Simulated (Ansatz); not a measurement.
**TiC under a change: C vacancy**

Start from an 8-atom supercell of TiC in the rock salt structure (space group Fm-3m, No. 225; a = 4.3285 Å) at its relaxed geometry.

It is then changed as follows: a neutral C vacancy, atoms relaxed at fixed cell, starting from a slightly rattled geometry.

The values are results of r2SCAN (Ansatz, a program for electronic structure; PAW; 500 eV plane waves; without spin-orbit coupling), earlier PAW set, not measurements. Settings: 8×8×8 k-points, 0.05 eV Fermi–Dirac smearing.

| quantity | base | changed | shift |
|---|---|---|---|
| pressure | 0.0 GPa | -3.7 GPa | -3.7 GPa |
| largest displacement of a host atom from its site in the perfect cell | – | 0.00 Å | – |
| mean distance from the defect site to its nearest host atoms | 2.16 Å | 2.16 Å | 0.00 Å |

Final structure:

```yaml
crystal:
  lattice:
    - [-4.32850, 0.00000, 0.00000]
    - [0.00000, 0.00000, 4.32850]
    - [0.00000, 4.32850, 0.00000]
  atoms:
    - { symbol: C, position: [0.50163, 0.99698, 0.50136] }
    - { symbol: C, position: [0.50169, 0.49691, 0.00151] }
    - { symbol: C, position: [0.00167, 0.49692, 0.50144] }
    - { symbol: Ti, position: [0.50168, 0.49706, 0.50148] }
    - { symbol: Ti, position: [0.00164, 0.49697, 0.00147] }
    - { symbol: Ti, position: [0.00167, 0.99696, 0.50159] }
    - { symbol: Ti, position: [0.50164, 0.99703, 0.00147] }
```

In so small a cell the defect repeats every few ångströms: this is an ordered compound, not a dilute defect. All final runs are without spin polarisation. The defect cell is not spin-polarised.
